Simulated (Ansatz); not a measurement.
Consider the following.

```
AlAs
1.0
   -0.06015     2.83713     2.83713
    2.77698     0.00000     2.77698
    2.83713     2.83713    -0.06015
As Al
1 1
Cartesian
  4.16547   4.23745   4.16547
  0.00000   0.01824   0.00000
```

No spin polarisation.

Method: Kohn–Sham DFT with the PBEsol functional, run in Ansatz (an electronic-structure program) with PAW and 420 eV plane waves, scalar-relativistic without spin-orbit coupling, earlier PAW set. Settings: 10×10×10 k-points, 0.05 eV Fermi–Dirac smearing.

**Question.** Predict the smallest direct gap, valence-band top at Γ and pressure.

**Answer.** The smallest direct gap is 1.67 eV and the valence-band top at Γ (three highest levels, from the VBM) comes out as 0.00, -0.20, -0.36 eV. The pressure (mean of the normal stresses, compression positive) is 0.03 GPa.

The cells carry an imposed strain or load. Whether these cells are dynamically stable was not tested. The cell was made from AlAs in the zinc blende structure (space group F-43m, No. 216) by this change: tensor shear ε_xz = −2.12 %.
